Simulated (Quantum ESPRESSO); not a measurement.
Worked example: self-consistent single point of Zr2Ga (Fmm2, 6 atoms in the cell) in Quantum ESPRESSO.

Method of the run: PBEsol, GBRV 1.5 ultrasoft (PBESOL) pseudopotentials (plane waves; Quantum ESPRESSO).

The change in words: lattice scaled by 0.98. Reference geometry:
```xyz
6
Lattice="2.7281 0.0000 4.7064 2.7281 4.7064 0.0000 0.0000 4.7064 4.7064" Properties=species:S:1:pos:R:3 pbc="T T T"
Zr     0.0000    -2.3532     3.8515
Zr     2.7281     2.3532     0.9050
Zr     0.0000     0.9050     2.3532
Zr     2.7281    -0.9050     2.3532
Ga     1.3641     0.0000     0.0000
Ga     4.0922     0.0000     0.0000
```

Reference input (self-consistent single point, DFT, PBEsol, plane waves, GBRV 1.5 ultrasoft (PBESOL) pseudopotentials): ecutwfc = 50 Ry; ecutrho = 400 Ry; occupations = smearing; smearing = gauss; degauss = 0.0073499 Ry; potentials = {Zr: zr_pbesol_v1.uspp.F.UPF, Ga: ga_pbesol_v1.4.uspp.F.UPF}; K_POINTS = automatic 4 4 4 0 0 0; conv_thr = 1e-10 Ry; mixing_beta = 0.5. This run's input differs from it in these lines:

```diff
@@ -10,5 +10,5 @@
   ibrav = 10
-  celldm(1) = 10.3108408442
-  celldm(2) = 1.725146764596
-  celldm(3) = 1.725146764596
+  celldm(1) = 10.1046225911
+  celldm(2) = 1.725146967478
+  celldm(3) = 1.725146967478
   nat = 6
```

The program printed (abridged):

```
     Self-consistent Calculation

     iteration #  1     ecut=    50.00 Ry     beta= 0.50

     negative rho (up, down):  2.455E-01 0.000E+00

     total energy              =   -1225.48073429 Ry
     estimated scf accuracy    <       3.20459039 Ry

     iteration #  2     ecut=    50.00 Ry     beta= 0.50

     negative rho (up, down):  2.462E-01 0.000E+00

     total energy              =   -1226.57610771 Ry
     estimated scf accuracy    <       0.87492776 Ry

     iteration #  3     ecut=    50.00 Ry     beta= 0.50

     negative rho (up, down):  2.474E-01 0.000E+00

     total energy              =   -1226.72175324 Ry
     estimated scf accuracy    <       0.03839029 Ry

   [... 8 blocks of this kind left out ...]

     iteration # 12     ecut=    50.00 Ry     beta= 0.50

     negative rho (up, down):  2.479E-01 0.000E+00

     total energy              =   -1226.72895556 Ry
     estimated scf accuracy    <          8.3E-10 Ry

     iteration # 13     ecut=    50.00 Ry     beta= 0.50

     negative rho (up, down):  2.479E-01 0.000E+00
     End of self-consistent calculation

     the Fermi energy is    14.8046 ev

!    total energy              =   -1226.72895556 Ry
     estimated scf accuracy    <          6.8E-11 Ry
     smearing contrib. (-TS)   =      -0.00184392 Ry
     internal energy E=F+TS    =   -1226.72711163 Ry

     convergence has been achieved in  13 iterations

     negative rho (up, down):  2.479E-01 0.000E+00

     Forces acting on atoms (cartesian axes, Ry/au):

     atom    1 type  1   force =     0.00000000    0.00000000   -0.01492827
     atom    2 type  1   force =     0.00000000    0.00000000    0.01003995
     atom    3 type  1   force =     0.00000000    0.00404456    0.00122011
     atom    4 type  1   force =     0.00000000   -0.00404456    0.00122011
     atom    5 type  2   force =     0.00000000    0.00000000    0.00122405
   [... lines left out ...]
     Total force =     0.019035     Total SCF correction =     0.000009
   [... lines left out ...]

     negative rho (up, down):  2.479E-01 0.000E+00
          total   stress  (Ry/bohr**3)                   (kbar)     P=       50.85
   0.00028161   0.00000000  -0.00000000           41.43        0.00       -0.00
   0.00000000   0.00039664   0.00000000            0.00       58.35        0.00
   0.00000000   0.00000000   0.00035879            0.00        0.00       52.78

   JOB DONE.
```

The run converged in 13 iterations. Against the reference run the free energy goes up by 9.3 meV/atom, the pressure goes from -2.44 to 5.09 GPa and the largest force goes from 0.246 to 0.384 eV/Å.

The starting cell comes from a database of computed structures (which also holds hypothetical and non-ambient phases and stackings), without a prior relaxation at this level. Its lattice was rescaled by up to half a per cent. One atom was moved a little off its site on purpose. For this run, on top of that: lattice scaled by 0.98. With a pressure of about 5 GPa the cell is away from its equilibrium volume at this level.

Cost on one core of a shared machine: roughly 3 min.
